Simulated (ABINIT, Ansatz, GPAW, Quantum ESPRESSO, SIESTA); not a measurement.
**SrMg (P1, 6 atoms in the cell) computed with different codes at matched settings**

Self-consistent single point, at a second geometry (atoms moved at random). First geometry:

```xyz
6
Lattice="6.0183 0.0000 0.0000 0.0000 2.0878 9.2051 0.0000 -2.0878 9.2051" Properties=species:S:1:pos:R:3 pbc="T T T"
Sr     0.0000     0.0000     0.1445
Sr     0.0000     0.0000     5.9679
Sr     3.0092     0.0000    10.3464
Mg     0.0000     0.0000    12.2844
Mg     3.0092     0.0000    16.2570
Mg     3.0092     0.0000     4.0937
```

Second geometry:
```xyz
6
Lattice="6.0183 0.0000 0.0000 0.0000 2.0878 9.2051 0.0000 -2.0878 9.2051" Properties=species:S:1:pos:R:3 pbc="T T T"
Sr    -0.0059    -0.0035     0.1873
Sr     0.0529     0.0454     5.9674
Sr     3.0231     0.0087    10.3401
Mg     0.0183     0.0180    12.2355
Mg     3.0049    -0.0353    16.2146
Mg     2.9342    -0.0333     4.1490
```

Shared settings, as Ansatz (a program for electronic structure) writes them: kpoints.mp_grid.grid = 3 4 4; scf.occupations.method = fermi_dirac; scf.occupations.width = 0.0073 Ry. Potentials and cutoffs stand in the table.

```
code                                                                                                                                 model  ΔF from the first geometry (meV/atom)  pressure (GPa)  largest force (eV/Å)       cutoff
----------------  ------------------------------------------------------------------------------------------------------------------------  -------------------------------------  --------------  --------------------  -----------
Ansatz                                                                                                 LDA (PW92), PAW files made with PBE                                    3.6           -1.57                 0.241      30.9 Ry
SIESTA            LDA PW92, numerical atomic orbitals DZP, PseudoDojo LDA standard norm-conserving potentials (rewritten from UPF to PSML)                                    9.0            2.18                 0.528  grid 300 Ry
GPAW                                                                         LDA (Perdew-Wang 92), GPAW PAW datasets LDA (gpaw-data 1.0.1)                                    3.6           -1.48                 0.241       800 eV
ABINIT                                                                                                  LDA (PW92), PAW (JTH v2.0 LDA PAW)                                    3.6           -1.64                 0.246        20 Ha
Quantum ESPRESSO                                                                       LDA (PZ), GBRV 1.5 ultrasoft (LDA) pseudopotentials                                    3.6           -1.59                 0.241        40 Ry
```

Size of the force on each atom (eV/Å): Sizes of forces hide their directions.

| code | Sr1 | Sr2 | Sr3 | Mg4 | Mg5 | Mg6 |
|---|---|---|---|---|---|---|
| Ansatz | 0.066 | 0.192 | 0.068 | 0.188 | 0.069 | 0.241 |
| SIESTA | 0.390 | 0.351 | 0.153 | 0.528 | 0.149 | 0.346 |
| GPAW | 0.071 | 0.193 | 0.070 | 0.194 | 0.071 | 0.241 |
| ABINIT | 0.067 | 0.194 | 0.068 | 0.186 | 0.064 | 0.246 |
| Quantum ESPRESSO | 0.067 | 0.192 | 0.068 | 0.188 | 0.069 | 0.241 |

The spread over the programs that give each value: ΔF from the first geometry within 5.4 meV/atom; pressure within 3.82 GPa; largest force within 0.287 eV/Å.

SIESTA uses small atom-centred bases, whose incompleteness enters pressures, forces and empty levels differently from a plane-wave cutoff. Ansatz's pressure is given at a fixed set of plane waves, as the other plane-wave codes print theirs. The same LDA comes in different parametrisations, which differ slightly. In the pressure, SIESTA (by 3.76) lies more than 1 GPa from the median of the plane-wave programs. In the force vectors, SIESTA (by 0.350) lies more than 0.08 eV/Å from the median of the plane-wave programs.

The shared mesh is coarse (it stands for a supercell whose shortest vector is 17 Å), so the values are not converged in it.

The starting cell comes from a database of computed structures (which also holds hypothetical and non-ambient phases and stackings), without a prior relaxation at this level. For this run, on top of that: atoms moved at random.

Left out of this page: CP2K (unsound by tests on forces, stress, charge or solver warnings).

Keys are those of Ansatz 0.2.
